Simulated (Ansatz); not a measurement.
## Zr: response to strain

Base system: Zr in the hcp (Mg type) structure (space group P6_3/mmc, No. 194; relaxed with 0.1 eV smearing).

```
Zr
1.0
    3.24431     0.00000     0.00000
   -1.62215     2.80965     0.00000
    0.00000     0.00000     5.15800
Zr
2
Direct
  0.33333   0.66667   0.75000
  0.66667   0.33333   0.25000
```

Cartesian axes are those of the cell as printed.

Strains are applied to the cell and any free atomic positions relax.

Method: Ansatz (an electronic-structure program) r2SCAN, spin-orbit coupling left out.

Candidates:
(a) uniaxial strain ε_xx = +5.71 %
(b) tensor shear ε_xy = −2.07 %
(c) strain tensor (xx, yy, zz, yz, xz, xy) = (+0.88, +1.65, +2.25, −0.61, +0.34, −0.93) %

Notes on the quantities. energy relative to the base: free energy F.

Question: Order them by energy relative to the base, lowest first.

Answer: (b) tensor shear ε_xy = −2.07 % (+4.8 meV/atom), (c) strain tensor (xx, yy, zz, yz, xz, xy) = (+0.88, +1.65, +2.25, −0.61, +0.34, −0.93) % (+17 meV/atom), (a) uniaxial strain ε_xx = +5.71 % (+31 meV/atom)

No phonon test of stability was made. All final runs are without spin polarisation.
